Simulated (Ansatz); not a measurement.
Take KMgF₃ in the cubic perovskite structure (space group Pm-3m, No. 221; a = 4.054 Å) as the base.

Method: PBE/PAW in Ansatz (a program for electronic structure), spin-orbit coupling left out.

Strains are applied to the cell and any free atomic positions relax.

One change was made to it. Results:

| quantity | base | after |
|---|---|---|
| energy relative to the base (free energy F) | 0 meV/atom | +13 meV/atom |
| width of the top valence band | 0.52 eV | 0.48 eV |
| band gap | 6.96 eV | 6.47 eV |

Q: What was done to the base?
A) isotropic strain +0.60 %
B) isotropic strain +3.00 %
C) isotropic strain +1.20 %
D) isotropic strain +1.80 %
E) isotropic strain +2.40 %

A: E, isotropic strain +2.40 %. For comparison, the band gap in the other runs: isotropic strain +1.20 % gives 6.71 eV; isotropic strain +1.80 % gives 6.59 eV; isotropic strain +0.60 % gives 6.83 eV; isotropic strain +3.00 % gives 6.36 eV.

No phonon test of stability was made.
